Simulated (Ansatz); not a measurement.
Consider PbS in the rock salt structure (space group Fm-3m, No. 225).

```
CELL_PARAMETERS angstrom
      0.00000     2.98711     2.98711
      2.98711     0.00000     2.98711
      2.98711     2.98711     0.00000
ATOMIC_POSITIONS crystal
  S  0.00000 0.00000 0.00000
  Pb 0.50000 0.50000 0.50000
```

Cartesian axes are those of the cell as printed.

Method: r2SCAN/PAW in Ansatz (an electronic-structure program), scalar-relativistic without spin-orbit coupling.

The change: the cell is scaled by 1.0177 in all directions, atoms relaxed at fixed cell.

Q: Predict the stress tensor and what it implies for the stiffness.

A: Stress of the strained cell less that of the base (GPa, compression positive):
```
  -2.72    0.00    0.00
   0.00   -2.72    0.00
   0.00    0.00   -2.72
```

Then B = −ΔP/(ΔV/V₀) with ΔV/V₀ = 0.0540 gives secant stiffness values (nonlinear terms included at this strain): B ≈ 50 GPa.

As a check, the harmonic strain energy −½ V₀ Δσ:ε is 12 meV/atom; the computed energy rise is 13 meV/atom.

Stability against distortions was not tested.
